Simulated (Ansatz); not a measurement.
ZnS under load (space group I-4m2), Ansatz (a program for electronic structure) with r2SCAN with spin-orbit coupling, rigid bands. Condition of this run: biaxial stress in (001) of 3 GPa (compression positive) (the target of the relaxation). Band gap 2.79 eV, N_c = 2.42e18 cm⁻³ and N_v = 2.54e19 cm⁻³ at 300 K, conductivity masses along x (a = (0.00, 2.60, 2.77) Å; b = (2.60, 0.00, 2.77) Å; c = (2.60, 2.60, 0.00) Å) of 0.212 mₑ (electrons) and 0.595 mₑ (holes). Take k_BT = 0.02585 eV.

**Question.** Find the intrinsic carrier density and the intrinsic Fermi level.

**Answer.** n_i = √(N_c N_v) exp(−E_g/2k_BT) = 7.84e18 × exp(−53.96) = 2.9e-5 cm⁻³. The level lies (k_BT/2) ln(N_v/N_c) = 30 meV from mid-gap (positive towards the conduction band). Each 0.1 eV added to the gap lowers n_i by a factor of 6.9.

**Question.** What thermal injection velocity √(2k_BT/πm) limits a ballistic channel along the direction named?

**Answer.** 1.17e7 cm/s for electrons and 6.97e6 cm/s for holes, a ratio of √(m_h/m_e) = 1.68, for dilute carriers.

**Question.** A film of it is 8 nm thick, with its normal along the direction named. Estimate the confinement energies in an infinite well.

**Answer.** ħ²π²/(2m t²) = 0.376 eV·nm²/(m/mₑ × t²) gives 27.7 meV for electrons and 9.87 meV for holes, so the gap would widen to about 2.83 eV. Finite barriers and nonparabolic bands lower this, and with several valleys or bands the heaviest mass along the normal sets the lowest level, not this average.

Rigid bands with the computed gap; masses take one relaxation time for all states. Geometry: cell and atoms relaxed with PBEsol.
